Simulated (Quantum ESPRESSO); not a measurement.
Quantum ESPRESSO 7.5, DFT, PBE, plane waves, SSSP 1.1.2 efficiency PBE: diamond-structure Si with 2 P on Si sites (Si14P2), unrelaxed at the host's lattice constant, 16 atoms. Basis and mesh were picked for this test and aren't claimed converged.

```yaml
cell: 7.68, 7.68, 7.68 Å; 60, 60, 60°
task: scf
k mesh: 2×2×2
ecutwfc: 45 Ry
ecutrho: 360 Ry
occupations: smearing
smearing: gaussian
degauss: 0.005 Ry
conv_thr: 1.6e-08 Ry
tprnfor: true
tstress: false
k-point pools (-nk): 2
diagonalization: david (default)
k-points computed: 6
bands: 40
electrons: 66
G-vectors of the density: 248849
FFT grid: 90×90×90
symmetry_operations: 2
```

Settings of this run: mixing_mode = TF, mixing_beta = 0.1, mixing_ndim = 8; 8 ranks.

| SCF iteration | band solver's avg # of iterations (first pass) | estimated scf accuracy (Ry) |
|---|---|---|
| 1 | 4.0 | 0.46791967 |
| 2 | 1.5 | 0.41041949 |
| 3 | 1.3 | 0.01146708 |
| 4 | 8.5 | 0.01104749 |
| 5 | 1.0 | 0.01021978 |
| 6 | 2.0 | 0.00213134 |
| 7 | 5.3 | 0.00068394 |
| 8 | 3.2 | 0.00071483 |
| 9 | 1.0 | 0.00070255 |
| 10 | 1.2 | 0.00062431 |
| 11 | 3.5 | 0.00138951 |
| 12 | 1.0 | 0.00100666 |
| 13 | 2.0 | 0.00021202 |
| 14 | 2.8 | 0.00000775 |
| 15 | 6.3 | 0.00003921 |
| 16 | 2.3 | 0.00000647 |
| 17 | 2.5 | 0.00000049 |
| 18 | 3.5 | 0.00000152 |
| 19 | 3.8 | 0.00000010 |
| 20 | 4.5 | 0.00000028 |
| 21 | 2.0 | 0.00000010 |
| 22 | 1.0 | 0.00000007 |
| 23 | 1.3 | 0.00000011 |
| 24 | 2.3 | 0.00000001 |

It converged after 24 SCF iterations.

Q: Which change of one setting makes this cycle converge in far fewer steps?

A: Several could match; the one computed here: mixing_beta = 1 (10 SCF iterations) or mixing_beta = 0.7 (12 SCF iterations) or mixing_beta = 0.4 (13 SCF iterations), all else kept. The other changes of this size gave: mixing_mode = plain (18); mixing_beta = 0.2 (18); mixing_mode = local-TF (20). The first change moves the result by: energy equal as printed, forces (largest component) 0.52 meV/Å. Counts are of single runs.
